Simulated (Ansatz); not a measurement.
**What biaxial strain −1.00 %, plane normal [001], relaxed out of plane does to ZrSe2**

Base system: ZrSe2 in the CdI2 type structure (space group P-3m1, No. 164; a = 3.660 Å, c = 5.841 Å; layered, stacked along the Cartesian z axis; relaxed with 0.1 eV smearing). Axes: x lies along a and z along c of the hexagonal cell.

It is then changed as follows: biaxial strain −1.00 %, plane normal [001], relaxed out of plane (Cartesian); in-plane vectors clamped, the third vector and the atoms free.

Computed with PBEsol-D3(BJ), PAW, 420 eV (Ansatz, a quantum-chemistry and plane-wave program; no spin-orbit coupling). Γ-centred 18×18×10 mesh, Fermi–Dirac width 0.1 eV.

| quantity | base | changed | shift |
|---|---|---|---|
| volume per atom | 22.59 Å³ | 22.22 Å³ | -0.361 Å³ |
| space group | P-3m1 (No. 164) | P-3m1 (No. 164) | – |
| shortest interatomic distance | 2.655 Å | 2.649 Å | -0.006 Å |
| band gap | zero | zero | – |
| out-of-plane strain | – | +0.40 % | – |
| mean in-plane stress (compression positive) | – | +1.3 GPa | – |

Final structure (turned so that z lies along the plane normal):

```
CELL_PARAMETERS angstrom
      3.62322     0.00000     0.00000
      1.81161     3.13780     0.00000
      0.00000     0.00000     5.86465
ATOMIC_POSITIONS crystal
  Zr 0.00000 0.00000 0.00000
  Se 0.33333 0.33333 0.27724
  Se 0.66667 0.66667 0.72276
```

No phonon test of stability was made. The final runs are not spin-polarised. A zero or small gap of ZrSe2 can be the functional's error rather than a property of the material.
